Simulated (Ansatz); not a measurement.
## Short convergence ladders for ScSi2Ni2 (I4mm, 5 atoms in the cell)

```
Sc(SiNi)2
1.0
   -1.89698     1.89698     4.73090
    1.89698    -1.89698     4.73090
    1.89698     1.89698    -4.73090
Sc Si Ni
1 2 2
Direct
  0.00528   0.00528   0.00000
  0.62206   0.62206   0.00000
  0.37794   0.37794   0.00000
  0.25000   0.75000   0.50000
  0.75000   0.25000   0.50000
```

Base method: PBEsol, default PAW files made with PBE (plane waves; Ansatz, a program for electronic structure).

Base settings: basis.ecutwfc = 420 eV; kpoints.mp_grid.grid = 12 12 12; hamiltonian.xc = pbesol; hamiltonian.pseudopotentials = {kind: paw} (the program's default PAW files); scf.occupations.method = fermi_dirac; scf.occupations.width = 0.1 eV.

The count of work is k-points × plane waves × bands × iterations; it is no time. Core times come from one kind of shared machine, to one figure; runs under 30 s give none.

**The k-point mesh**

The second cell is the first with its lattice scaled by 0.98.

Only quantities that move along the ladder and can be compared are tabulated.

| kpoints.mp_grid.grid | free energy less the last step's (meV/atom) | energy of the compressed cell less the first (meV/atom) | pressure (GPa) | largest difference of a force vector from the last step's (eV/Å) | count of work / last |
|---|---|---|---|---|---|
| 2 2 2 | -78.93 | 10.68 | -2.93 | 0.286 | 0.0055 |
| 3 3 3 | 17.32 | 23.54 | -0.50 | 0.114 | 0.0083 |
| 4 4 4 | 11.37 | 23.85 | -0.43 | 0.168 | 0.018 |
| 6 6 6 | 0.85 | 23.58 | -0.48 | 0.006 | 0.041 |
| 8 8 8 | 0.27 | 23.50 | -0.50 | 0.001 | 0.081 |
| 10 10 10 | 0.02 | 23.48 | -0.50 | 0.002 | 0.14 |
| 12 12 12 | 0.02 | 23.47 | -0.51 | 0.000 | 0.22 |
| 13 13 13 | 0.01 | 23.47 | -0.51 | 0.001 | 0.27 |
| 21 21 21 | 0.00 | 23.47 | -0.51 | 0.000 | 1.0 |

Coarsest kpoints.mp_grid.grid that holds the pressure within 0.1 GPa of the last step, with all finer ones: 3 3 3, at 0.0083 of the last step's count of work; the step before is off by 2.4 GPa.

Coarsest kpoints.mp_grid.grid that holds the free energy within 1 meV/atom of the last step, with all finer ones: 6 6 6, at 0.041 of the last step's count of work; the step before is off by 11 meV/atom.

Coarsest kpoints.mp_grid.grid that holds the energy of the compressed cell less the first within 0.5 meV/atom of the last step, with all finer ones: 3 3 3, at 0.0083 of the last step's count of work; the step before is off by 13 meV/atom.

The energy difference between the two cells stays within 1 meV/atom of the last step's from 3 3 3 on, the total only from 6 6 6 on: much of the error is common to both cells and cancels.

**The k-point mesh at a smearing width of 0.3 eV**

In this ladder: scf.occupations.width = 0.3 eV.

Only quantities that move along the ladder and can be compared are tabulated.

```tsv
kpoints.mp_grid.grid	free energy less the last step's (meV/atom)	pressure (GPa)	largest difference of a force vector from the last step's (eV/Å)	count of work / last
4 4 4	5.30	0.37	0.020	0.012
5 5 5	1.74	0.27	0.005	0.017
6 6 6	0.38	0.24	0.006	0.028
9 9 9	0.03	0.24	0.000	0.071
13 13 13	0.00	0.24	0.000	0.18
24 24 24	0.00	0.24	0.000	1.0
```

Coarsest kpoints.mp_grid.grid that holds the free energy within 0.5 meV/atom of the last step, with all finer ones: 6 6 6, at 0.028 of the last step's count of work; the step before is off by 1.7 meV/atom.

Coarsest kpoints.mp_grid.grid that holds the forces within 0.01 eV/Å of the last step, with all finer ones: 5 5 5, at 0.017 of the last step's count of work; the step before is off by 0.020 eV/Å.

Coarsest kpoints.mp_grid.grid that holds the pressure within 0.05 GPa of the last step, with all finer ones: 5 5 5, at 0.017 of the last step's count of work; the step before is off by 0.14 GPa.

**The width of cold smearing**

In this ladder: kpoints.mp_grid.grid = 20 20 20; scf.occupations.method = cold.

Narrow widths need finer meshes than wide ones, so the last steps can hold mesh noise.

Only quantities that move along the ladder and can be compared are tabulated; pressure and forces are left out, as mesh noise rules them at narrow widths.

| scf.occupations.width | free energy less the last step's (meV/atom) | core time / last (rough) |
|---|---|---|
| 0.5 eV | 1.72 | 0.9 |
| 0.3 eV | 1.47 | 0.9 |
| 0.2 eV | 0.68 | 1.0 |
| 0.1 eV | 0.00 | 1 |

Widest scf.occupations.width that holds the free energy within 1 meV/atom: not settled: the last two steps still differ by 0.68 meV/atom, over half the tolerance, so the ladder does not show it.

On the base run: the starting cell comes from a database of computed structures (which also holds hypothetical and non-ambient phases and stackings), without a prior relaxation at this level. Its lattice was rescaled by up to half a per cent. One atom was moved a little off its site on purpose. Spin polarisation is off. Ansatz's pressure includes its estimate of the finite-basis (Pulay) stress.

Left out of this page: 2 runs of the series outside the window shown, repeating another row's setting, or not comparable; 1 run of the series unsound by tests on forces, stress, charge or solver warnings.

Keys are those of Ansatz 0.2.
